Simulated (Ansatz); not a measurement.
Consider this model of amorphous Si24O49Ba.

```xyz
74
Lattice="10.4594 -0.2417 0.1650 -0.2417 10.8574 0.1711 0.1650 0.1711 9.9497" Properties=species:S:1:pos:R:3 pbc="T T T"
Si     2.4463     9.6603     1.3865
Si    -0.0035     2.4246     2.3784
Si     9.3182     6.5892     3.6000
Si     7.3417     3.4930     5.5058
Si     5.2558     8.5841     1.1182
Si     5.5542     8.9127     6.3472
Si    10.0122     5.8709     8.7277
Si     1.9511     3.8322     4.2709
Si     1.6413     9.7012     4.2868
Si     9.3763     0.3366     7.2516
Si    10.2192     3.3208     6.7622
Si     6.6120     9.8111     8.2699
Si     2.9088     7.6334     7.2735
Si     7.9284     3.8712     2.6030
Si     6.1451     3.4291     7.5444
Si     0.4135     7.6157     0.7601
Si     7.1505     8.7641     3.6620
Si     2.0487     1.4591     0.2396
Si     9.3112    10.6019     4.4780
Si     7.2493     4.8114     9.7360
Si     1.5494     6.6978     4.8105
Si     3.6193     3.3529     9.4045
Si     0.2872     8.8941     8.1599
Si     4.5054     6.1932     9.6670
O      8.9911     2.7626     2.0732
O      1.8441    10.2912     2.7447
O      7.2045     3.4605     8.7950
O     10.3695     6.3529     4.8119
O      6.0081     9.0997     4.7968
O      2.1860     2.6799     8.8822
O     10.1931     1.0832     3.6957
O      6.3914     8.4918     2.2652
O      3.2679     2.9727     4.2587
O      6.9248     4.2247     1.3622
O      1.9884     6.6285     6.3937
O      8.1012    -0.0179     8.2345
O      0.7047     1.7190     1.0967
O      2.1911    10.8861    10.1397
O      7.0427     3.3158     3.9056
O      8.0510     7.4918     4.1071
O     10.0217     7.2580     2.2936
O      1.0740     3.5941     5.6726
O     10.2666    10.0567     7.6892
O      4.0720     9.6021     1.5686
O      3.5363     2.0984     0.7237
O      8.1025    10.0771     3.5014
O      8.5809     5.6786     9.4915
O      3.6652     4.8434    10.0572
O      3.6684     6.8831     8.4865
O      5.4215    10.3611     7.2052
O      6.1052     9.4056     9.7432
O     -0.0051     9.7187     4.5261
O      8.6922     5.1770     3.1301
O      6.6004     2.2612     6.4095
O      8.8415     0.1442     5.7218
O      4.6496     3.2348     8.1267
O      0.9180     3.5857     2.9925
O      1.9040     8.7626     7.8932
O      4.1427     8.1500     6.3342
O      6.4904     4.6220     6.4066
O     10.0012     7.2540     7.8211
O      2.0382     8.1020     4.1716
O     10.3154     4.5102     7.8930
O      9.9462     1.8505     7.4726
O      1.9252     8.1408     1.0852
O      2.2633     5.4454     4.0944
O      6.7912     8.4162     7.3468
O     10.3777     8.7119     9.9294
O      5.9863     5.6911     9.1971
O      2.5181    10.5092     5.3099
O      8.9261     3.5986     5.7697
O      0.6160     6.3989     9.8114
O      4.6313     7.0926     0.9043
Ba     4.6184     1.0968     4.6159
```

All values below come from PBE, scalar-relativistic without spin-orbit coupling (plane waves to 420 eV, PAW; Ansatz, a program for electronic structure).

Preparation: random packing, a CHGNet melt and quench, and a DFT relaxation. O atoms were pushed apart under 1.9 Å during the dynamics, to hinder bonds among them. The hot cell started wider than the set density and was brought back towards it in steps. It is the lowest in DFT energy of 2 quenches. It is a model cell: composition and starting density were chosen by hand, and all elements were melted together. No dispersion term was used. Its density started from a set value of 2.35 and ended at 2.35 g/cm³. The simulated quench (nominally 400 K/ps over its main leg) is rapid and tends to freeze in more defects than a deposited or slowly cooled glass has. A cell of this size samples the disorder only roughly. The volume was held where the preparation left it and the shape relaxed, at a PBE pressure of 0.7 GPa. Stress components on the final sampling reach 0.7 GPa.

Bonds are counted up to Si-Si 2.60 Å, Si-O 1.90 Å, Si-Ba 3.59 Å, O-O 1.58 Å, O-Ba 3.37 Å, Ba-Ba 4.73 Å. Two cations that share two anions don't count as bonded, nor two that share one unless they lie closer than Si-Si 2.38 Å, Si-Ba 3.49 Å, Ba-Ba 4.60 Å.

Task: Give the coordination numbers, mean bond lengths and angles.

Result: 
```
Property                                                         Result
---------------------------------  ------------------------------------
Mean coordination of Si by anions                      4.00 (24 with 4)
Mean coordination of O                       2.08 (45 with 2, 4 with 3)
Mean coordination of Ba by anions                       6.00 (1 with 6)
Mean Si-O bond                     1.637 Å (spread 0.025 Å, 96 counted)
Mean O-Ba bond                      2.899 Å (spread 0.398 Å, 6 counted)
Bond angle at Si                               mean 109.4°, spread 5.7°
Bond angle at O                               mean 131.9°, spread 22.9°
Bond angle at Ba                              mean 100.4°, spread 36.9°
```

Task: Which atoms depart from the most common coordination of their element?

Result: O29 has 3 (Si6 1.63 Å, Si17 1.64 Å, Ba74 3.29 Å); O39 has 3 (Si4 1.64 Å, Si14 1.67 Å, Ba74 3.36 Å); O50 has 3 (Si6 1.69 Å, Si12 1.69 Å, Ba74 3.08 Å); O54 has 3 (Si15 1.69 Å, Si4 1.70 Å, Ba74 2.92 Å).

Task: List the pairs of like atoms that count as bonded by the rules above.

Result: There are none by these rules.
